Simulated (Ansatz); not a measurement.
Base system: W₃N₄ (space group Pm-3m, No. 221).

```yaml
crystal:
  lattice:
    - [4.17923, 0.00000, 0.00000]
    - [0.00000, 4.17923, 0.00000]
    - [0.00000, 0.00000, 4.17923]
  atoms:
    - { symbol: N, position: [0.50000, 0.50000, 0.50000] }
    - { symbol: N, position: [0.50000, 0.00000, 0.00000] }
    - { symbol: N, position: [0.00000, 0.50000, 0.00000] }
    - { symbol: N, position: [0.00000, 0.00000, 0.50000] }
    - { symbol: W, position: [0.50000, 0.50000, 0.00000] }
    - { symbol: W, position: [0.00000, 0.50000, 0.50000] }
    - { symbol: W, position: [0.50000, 0.00000, 0.50000] }
```

Cartesian axes are those of the cell as printed.

Level of theory: PBEsol in Ansatz (plane waves to 420 eV, PAW, no spin-orbit coupling).

Strains are applied to the cell and any free atomic positions relax; under biaxial strain the out-of-plane vector relaxes too.

One change was made to it. Results:

```csv
quantity,base,after
band gap,zero,zero
energy relative to the base (free energy F),0 meV/atom,+61 meV/atom
volume per atom,10.43 Å³,9.93 Å³
```

**Question.** Name the change that was made.
A. biaxial strain −2.99 %, plane normal [001], relaxed out of plane
B. strain tensor (xx, yy, zz, yz, xz, xy) = (+1.18, −1.86, +0.60, −1.06, +0.23, −1.10) %
C. biaxial strain −3.17 %, plane normal [111], relaxed out of plane

**Answer.** A, biaxial strain −2.99 %, plane normal [001], relaxed out of plane. For comparison, the energy relative to the base in the other runs: biaxial strain −3.17 %, plane normal [111], relaxed out of plane gives +21 meV/atom; strain tensor (xx, yy, zz, yz, xz, xy) = (+1.18, −1.86, +0.60, −1.06, +0.23, −1.10) % gives +14 meV/atom.

Without a gap, meshes like the base's 11×11×11 leave anisotropic stresses uncertain by several tenths of a GPa, and small strain energies with them. No phonon test of stability was made. All final runs are without spin polarisation.

Ansatz is an electronic-structure program.
